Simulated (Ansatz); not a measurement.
Results of HSE06 (Ansatz, a quantum-chemistry and plane-wave program, plane waves, PAW) for ScBeNO (model structure, started from the AlSiCN type, P3m1, No. 156, 4 atoms in the cell).

Run with plane-wave cutoff 460 eV, 9×9×6 k mesh (along the axes of the cell as run), Fermi–Dirac smearing 0.01 eV, scalar-relativistic PAW data made under PBE.

Cell (relaxed with PBE-D3(BJ)):

BeScNO is taken in the trigonal space group P3m1 (No. 156), Pearson symbol hP4. Lattice parameters: a = b = 3.2483 Å, c = 4.8546 Å, α = β = 90.00°, γ = 120.00°. Sc on 1b has 3 N at 1.989 Å and 1 O at 2.064 Å and 1 O at 2.791 Å. Be on 1c sees 1 N at 1.612 Å and 3 O at 1.945 Å (tetrahedral). O on 1b is surrounded by 3 Be at 1.945 Å and 1 Sc at 2.064 Å and 1 Sc at 2.791 Å. N on 1c has 1 Be at 1.612 Å and 3 Sc at 1.989 Å (tetrahedral). (Neighbours: up to the widest gap in distance over summed covalent radii, below 1.35, at either atom; cation-cation and far metal-metal contacts left out.)

Task: Give the computed band gap and direct gap at Γ.

Result: 
- band gap = 4.38 eV (on the SCF k mesh)
- direct gap at Γ = 5.64 eV

Note: the relaxation could raise the start's symmetry but not lower it, so the cell can be a saddle point; cell and atoms aren't relaxed at this level (largest force component 0.18 eV/Å, pressure 0.8 GPa).

Static lattice: no zero-point or thermal effects.

A model structure was made by putting elements into a prototype or built by hand; it is no filed structure, need not be a known phase, and can be a saddle point held by its symmetry.
